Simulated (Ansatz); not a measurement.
Ansatz (a quantum-chemistry and plane-wave program) run on CoSi2 (I4mm, 3 atoms in the cell): relaxation of the atoms.

Computed with PBEsol, default PAW files made with PBE (plane waves; Ansatz).

The change in words: one atom moved by 0.15 angstrom; relax: default → atoms; relax.f_tol: default → 0.01 eV/Å. Reference geometry:
```
CoSi2
1.0
    0.00000     2.67196     2.67196
    2.67196     0.00000     2.67196
    2.67196     2.67196     0.00000
Co Si
1 2
Direct
  0.00000   0.00000   0.00000
  0.25000   0.25000   0.25000
  0.75000   0.75000   0.75000
```

Reference input (self-consistent single point, DFT, PBEsol, plane waves, default PAW files made with PBE): basis.ecutwfc = 30.9 Ry; kpoints.mp_grid.grid = 11 11 11; hamiltonian.xc = pbesol; hamiltonian.pseudopotentials = {kind: paw} (the program's default PAW files); scf.occupations.method = fermi_dirac; scf.occupations.width = 0.0073 Ry. This run's input differs from it in these lines:

```diff
@@ -7,3 +7,3 @@
   atoms:
-    - { symbol: Co, position: [0.000000, 0.000000, 0.000000] }
+    - { symbol: Co, position: [0.028069, 0.028069, -0.028069] }
     - { symbol: Si, position: [0.250000, 0.250000, 0.250000] }
@@ -19,2 +19,4 @@
   occupations: { method: fermi_dirac, width: 0.0073 Ry }
+relax:
+  f_tol: 0.01
 output:
```

The program printed (abridged):

```
   [... SCF lines of the steps left out ...]
relax step   1: F+E_penalty+E_count = -6337.60069882 eV  Δ(F+E_penalty+E_count) = +0.000e0 eV  max|allowed force component| = 1.743e0 eV/Å  Δτ_max = 0.0000 Å  (6 SCF iters, dr2 threshold 2.50e-6 eV, accepted)
relax step   2: F+E_penalty+E_count = -6337.66748357 eV  Δ(F+E_penalty+E_count) = -6.678e-2 eV  max|allowed force component| = 1.217e0 eV/Å  Δτ_max = 0.0301 Å  (6 SCF iters, dr2 threshold 1.00e-4 eV, accepted)
relax step   3: F+E_penalty+E_count = -6337.73126595 eV  Δ(F+E_penalty+E_count) = -6.378e-2 eV  max|allowed force component| = 5.199e-3 eV/Å  Δτ_max = 0.0696 Å  (6 SCF iters, dr2 threshold 9.26e-5 eV, accepted)
relax step   4: F+E_penalty+E_count = -6337.73126627 eV  Δ(F+E_penalty+E_count) = -3.171e-7 eV  max|allowed force component| = 5.095e-3 eV/Å  Δτ_max = 0.0000 Å  (6 SCF iters, accepted)
the relaxation is at rest under the 8 symmetry operations that the run kept from its start: a minimum is not shown …
Free energy (F): -6337.731266 eV
Internal energy: -6337.697608 eV  (E = F + TS)
E sigma→0 (E₀):  -6337.714437 eV
Entropy (-TS):   -0.033659 eV (-11.220 meV/atom)
Fermi energy:    12.896121 eV
--- Forces (eV/Å), atoms counted from 1 ---
  atom   1  Co     0.00000000     0.00000000    -0.00509550
  atom   2  Si     0.00000000    -0.00000000     0.00254662
  atom   3  Si    -0.00000000     0.00000000     0.00254662
--- Stress (GPa, compression-positive) ---
       -3.280054       0.000000       0.000000
        0.000000      -3.280054       0.000000
   [... lines left out ...]
  F+E_penalty+E_count = -6337.73126627 eV   max|allowed force component| = 5.095e-3 eV/Å
  atoms:
    - { symbol: Co, position: [0.009411157062047914, 0.009411157062047914, -0.009411157062047914] }
    - { symbol: Si, position: [0.25932892146897607, 0.25932892146897607, 0.24067107853102393] }
    - { symbol: Si, position: [0.759328921468976, 0.759328921468976, 0.740671078531024] }
```

The run converged.  The full log also holds: “iter 5 did not close the SCF: its close was put off for the readings that it lacked (scf_convergence_deferred on its scf_iter line)”. The full log also holds: “iter 3 did not close the SCF: its close was put off for the readings that it lacked (scf_convergence_deferred on its scf_iter line)”.

Summary of the result:
- Free energy E − TS (on the zero of these files): -6337.7313 eV
- Fermi level (on the code's own zero): 12.90 eV
- Pressure: -3.28 GPa
- Largest force (vector length): 0.005 eV/Å
- Relaxation steps: 4

The starting cell has typed, rounded lattice constants, without a prior relaxation at this level. Its lattice was rescaled by up to half a per cent. For this run, on top of that: one atom moved by 0.15 angstrom. Spin polarisation is off. The relaxation keeps the symmetry of its start, so its end need not be a minimum. Ansatz's pressure includes its estimate of the finite-basis (Pulay) stress.

Keys are those of Ansatz 0.2.
